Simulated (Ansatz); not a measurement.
InGa₃N₄ (P3m1, No. 156, 8 atoms in the cell; start mp-1223879) was calculated with r²SCAN+SOC (Ansatz, a first-principles code, plane waves, PAW).

Settings: plane-wave cutoff 560 eV, 12×12×4 k mesh (along the axes of the cell as run), Fermi–Dirac smearing 0.01 eV, PAW data made under PBE.

Cell (relaxed with PBEsol):

```yaml
crystal:
  lattice:
    - [3.26389, 0.00000, 0.00000]
    - [-1.63195, 2.82661, 0.00000]
    - [0.00000, 0.00000, 10.71348]
  atoms:
    - { symbol: In, position: [0.00000, 0.00000, 0.99786] }
    - { symbol: Ga, position: [0.66667, 0.33333, 0.25937] }
    - { symbol: Ga, position: [0.66667, 0.33333, 0.73801] }
    - { symbol: Ga, position: [0.00000, 0.00000, 0.49855] }
    - { symbol: N, position: [0.66667, 0.33333, 0.07985] }
    - { symbol: N, position: [0.66667, 0.33333, 0.55610] }
    - { symbol: N, position: [0.00000, 0.00000, 0.31671] }
    - { symbol: N, position: [0.00000, 0.00000, 0.79536] }
```

### Question
Give the computed band gap.

### Answer

band gap: 1.07 eV (direct)

Note: cell and atoms aren't relaxed at this level (largest force component 0.06 eV/Å, pressure 0.3 GPa).

Computing time: very roughly 12 core-minutes.

A start named mp-… is a Materials Project structure, which need not be a measured phase.
